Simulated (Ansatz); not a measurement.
The starting structures come from a database of crystals and need not be the phases stable at ambient conditions.

By LDA, the system below comes out a metal.

Input:

```xyz
3
Lattice="4.0755 0.0000 0.0000 -2.0377 3.5295 0.0000 0.0000 0.0000 3.9901" Properties=species:S:1:pos:R:3 pbc="T T T"
Y      0.0000     0.0000     0.0000
Si     0.0000     2.3530     1.9951
Si     2.0377     1.1765     1.9951
```

Space group of this cell: P6/mmm. The cell is taken as given; by LDA its mean pressure is -4.4 GPa.

The current flows along the normal of the first two printed cell vectors, the (001) plane of the conventional cell. No spin-orbit coupling; the value is a mean over 0.1 eV about the Fermi level.

**Question.** Predict the ballistic conductance per area from LDA (Ansatz, a program for electronic structure).

**Answer.** 0.70 × 10¹⁵ S/m² for both spins.
